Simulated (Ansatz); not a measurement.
GaP (Imm2), r2SCAN with spin-orbit coupling, rigid bands in Ansatz (a first-principles code): Condition of this run: uniaxial stress along [110] of -2 GPa (compression positive) (the target of the relaxation). band gap 1.70 eV, N_c = 1.54e19 cm⁻³ and N_v = 1.11e19 cm⁻³ at 300 K, conductivity masses along y (a = (0.02, 2.74, 2.71) Å; b = (2.74, 0.02, 2.71) Å; c = (2.76, 2.76, 0.00) Å) of 0.249 mₑ (electrons) and 0.463 mₑ (holes). Take k_BT = 0.02585 eV.

Q: Find the intrinsic carrier density and the intrinsic Fermi level.

A: n_i = √(N_c N_v) exp(−E_g/2k_BT) = 1.31e19 × exp(−32.88) = 6.9e4 cm⁻³. The level lies (k_BT/2) ln(N_v/N_c) = -4 meV from mid-gap (positive towards the conduction band). Each 0.1 eV added to the gap lowers n_i by a factor of 6.9.

Q: What built-in voltage has an abrupt junction with N_A = 1e17 and N_D = 1e18 cm⁻³, all dopants ionised?

A: V_bi = E_g/e − (k_BT/e) ln(N_c N_v/(N_A N_D)) = 1.70 − 0.02585 × 7.44 = 1.51 V. It follows the computed gap one for one.

Q: What thermal injection velocity √(2k_BT/πm) limits a ballistic channel along the direction named?

A: 1.08e7 cm/s for electrons and 7.91e6 cm/s for holes, a ratio of √(m_h/m_e) = 1.36, for dilute carriers.

Rigid, parabolic bands with the computed gap; masses take one relaxation time for all states.
